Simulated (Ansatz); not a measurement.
**A computed series for MgI2: response to strain**

Base system: MgI$_{2}$ in the CdI2 type structure (space group P-3m1, No. 164; a = 4.060 Å, c = 6.580 Å; layered, stacked along the Cartesian z axis). Axes: x lies along a and z along c of the hexagonal cell.

Strains are applied to the cell and any free atomic positions relax; under biaxial strain the out-of-plane vector relaxes too.

Calculations: PBEsol-D3(BJ) (Ansatz, an electronic-structure program), no SOC.

Candidates:
(a) biaxial strain +1.00 %, plane normal [001], relaxed out of plane
(b) biaxial strain −0.50 %, plane normal [001], relaxed out of plane
(c) biaxial strain −1.50 %, plane normal [001], relaxed out of plane
(d) biaxial strain −2.00 %, plane normal [001], relaxed out of plane

**Question.** Order them by out-of-plane strain, lowest first.

**Answer.** (a) biaxial strain +1.00 %, plane normal [001], relaxed out of plane (-0.62 %), (b) biaxial strain −0.50 %, plane normal [001], relaxed out of plane (+0.29 %), (c) biaxial strain −1.50 %, plane normal [001], relaxed out of plane (+0.90 %), (d) biaxial strain −2.00 %, plane normal [001], relaxed out of plane (+1.19 %)

No phonon test of stability was made.
